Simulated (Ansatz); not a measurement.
The starting structures come from a database of crystals and need not be the phases stable at ambient conditions.

By PBEsol, the system below comes out a metal.

Without scattering a metal conducts by its projected Fermi surface.

Given:

```
CELL_PARAMETERS angstrom
      5.89719     0.00000     0.00000
     -2.94859     5.10711     0.00000
      2.94859     1.70237     2.40752
ATOMIC_POSITIONS crystal
  Ti 0.00000 0.50000 0.00000
  Ti 0.50000 0.50000 0.00000
  Ti 0.50000 0.00000 0.00000
  Al 0.00000 0.00000 0.00000
  C  0.00000 0.50000 0.50000
```

The cell is taken as given; by PBEsol it stands under a pressure of -3.3 GPa.

The current flows along the normal of the first two printed cell vectors, the (111) plane of the conventional cell. No spin-orbit coupling; the value is a mean over 0.1 eV about the Fermi level.

### Question
Give the ballistic conductance per area that PBEsol in Ansatz (an electronic-structure program) yields.

### Answer
0.45 × 10¹⁵ S/m² for both spins.
